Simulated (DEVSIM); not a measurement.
Device: Schottky contact on n-type GaN, at 300 K.

Layer 1 from the left is GaN, thickness (μm) 5.60, Nd (cm⁻³) 1.1e15, τn (s) 4.3e-8, τp (s) 4.3e-8.

Left contact: Schottky, work function 5.29 eV, emission velocity 6.6e6 cm/s. Right contact: ohmic. Voltage is applied to the left contact. Recombination: SRH at mid-gap, radiative. Mobility is constant in doping.

Constants are typed, rounded textbook-type inputs, not results; the design itself was drawn at random and stands for no fabricated device. Values at 300 K.

GaN: gap (eV) 3.43, affinity (eV) 4.1, permittivity 9.5, Nc (cm⁻³) 2.3e18, Nv (cm⁻³) 4.6e19, μn (cm²/Vs) 1200, μp (cm²/Vs) 100, B (cm³/s) 1e-11.

Simulated with DEVSIM: 1D drift-diffusion, Boltzmann statistics, complete ionisation; no tunnelling, impact ionisation, image-force lowering or self-heating. Metal contacts follow the ideal Schottky-Mott rule: no Fermi-level pinning, no interface dipoles.

Dark forward current:

```
|V| (V)  |J| (A/cm²)
-------  -----------
0.05       1.143e-13
0.10       8.994e-13
0.15       6.291e-12
0.20       4.330e-11
0.25       2.971e-10
0.30        2.036e-9
0.35        1.394e-8
0.40        9.532e-8
0.45        6.507e-7
0.50        4.433e-6
0.55        3.012e-5
0.60       0.0002040
0.65        0.001375
0.70        0.009192
0.75         0.06053
0.80          0.3810
0.85           2.043
0.90           7.422
0.95           17.30
1.00           30.23
1.05           44.92
1.10           60.66
1.15           77.08
1.20           93.97
1.25           111.2
1.30           128.7
```

### Question
Work out the local ideality factor n = ΔV / (kT/q · ln(J2/J1)) between the rows 0.15 and 0.20 V, 1.25 and 1.30 V.

### Answer
kT/q = 25.85 mV. From 0.15 to 0.20 V: ln(4.330e-11/6.291e-12) = 1.929, n = 1.00, near the 1 of diffusion or emission over a barrier. From 1.25 to 1.30 V: ln(128.7/111.2) = 0.146, n = 13.23; the layers' resistance at their doping, Σ W/(qμN) = 0.0026 Ω cm², would take 46 mV of this step of 50 mV.

### Question
Estimate the current at 0.45 V for emission alone, J0 = q v N_band exp(−φB/kT), and read the barrier back from the simulated current.

### Answer
φB = 1.190 eV, N_band = 2.30e18 cm⁻³, J0 = 2.47e-14 A/cm²; J = J0 (exp(qV/kT) − 1) = 8.99e-7 A/cm². The simulation gives 6.51e-7 A/cm²; the estimate lies 38 % above. Read backwards, the simulated current gives an apparent barrier of 1.198 eV. The estimate leaves out transport through the depletion region and minority injection.
